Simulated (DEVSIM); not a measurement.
Structure: illuminated Si p-on-n cell, one wavelength, at 400 K.

Layer 1 from the left is Si, thickness (μm) 0.240, Na (cm⁻³) 1.1e19, τn (s) 2.2e-6, τp (s) 1.5e-7, absorption coefficient (cm⁻¹) 1100. Layer 2 from the left is Si, thickness (μm) 110, Nd (cm⁻³) 1.7e15, τn (s) 3.8e-6, τp (s) 3.8e-6, absorption coefficient (cm⁻¹) 1100.

Left contact: ohmic, minority electron recombination velocity 6e5 cm/s. Right contact: ohmic, minority hole recombination velocity 80000 cm/s. Voltage is applied to the left contact. Recombination: SRH at mid-gap, radiative, Auger. Light enters at the left, 2.4e16 photons cm⁻² s⁻¹, one pass, no reflection. Mobility is μmin + (μ − μmin)/(1 + (N/Nref)^α).

The device is made up for the run: typed textbook-type constants, with dimensions and the other settings drawn at random. Values at 300 K; Nc and Nv go as T^1.5, mobilities as T to minus their exponent, the gap by Varshni's rule with the affinity fixed.

Si: gap (eV) 1.124, affinity (eV) 4.05, permittivity 11.7, Nc (cm⁻³) 2.86e19, Nv (cm⁻³) 3.1e19, μn (cm²/Vs) 1417, μp (cm²/Vs) 470, μn,min 52, μp,min 45, Nref,n 9.7e16, Nref,p 2.2e17, αn 0.68, αp 0.72, T exponent of μn 2.3, T exponent of μp 2.2, B (cm³/s) 4.7e-15, Cn (cm⁶/s) 2.8e-31, Cp (cm⁶/s) 9.9e-32, Varshni α (eV/K) 0.000473, Varshni β (K) 636.

Simulated with DEVSIM: 1D drift-diffusion, Boltzmann statistics, complete ionisation; no tunnelling, impact ionisation, image-force lowering or self-heating.

Dark forward current:

| |V| (V) | |J| (A/cm²) |
|---|---|
| 0.05 | 1.746e-5 |
| 0.10 | 8.775e-5 |
| 0.15 | 0.0003787 |
| 0.20 | 0.001595 |
| 0.25 | 0.006642 |
| 0.30 | 0.02663 |
| 0.35 | 0.09550 |
| 0.40 | 0.2862 |
| 0.45 | 0.7311 |
| 0.50 | 1.682 |
| 0.55 | 3.614 |
| 0.60 | 7.372 |
| 0.65 | 14.32 |
| 0.70 | 26.30 |
| 0.75 | 45.34 |
| 0.80 | 73.21 |
| 0.85 | 111.2 |
| 0.90 | 159.9 |
| 0.95 | 219.8 |
| 1.00 | 290.7 |
| 1.05 | 372.6 |
| 1.10 | 464.9 |
| 1.15 | 567.3 |
| 1.20 | 679.1 |
| 1.25 | 799.9 |
| 1.30 | 928.9 |

Question: Work out the local ideality factor n = ΔV / (kT/q · ln(J2/J1)) between the rows 0.15 and 0.20 V, 1.25 and 1.30 V.

Answer: kT/q = 34.47 mV. From 0.15 to 0.20 V: ln(0.001595/0.0003787) = 1.438, n = 1.01, near the 1 of diffusion or emission over a barrier. From 1.25 to 1.30 V: ln(928.9/799.9) = 0.150, n = 9.70.

Question: What current could the absorbed light give at most, and what share is collected?

Answer: Σ αd = 12.1, so qΦ(1 − exp(−Σ αd)) = 3.85 mA/cm². The simulated short-circuit current is 3.296 mA/cm², a share of 0.86.

Question: Estimate the open-circuit voltage by superposition: the voltage at which the dark current equals that short-circuit current.

Answer: Interpolating ln J in the table gives 0.225 V. The simulation gives 0.225 V, the same within the digits that matter. Superposition holds where collection doesn't change with voltage.
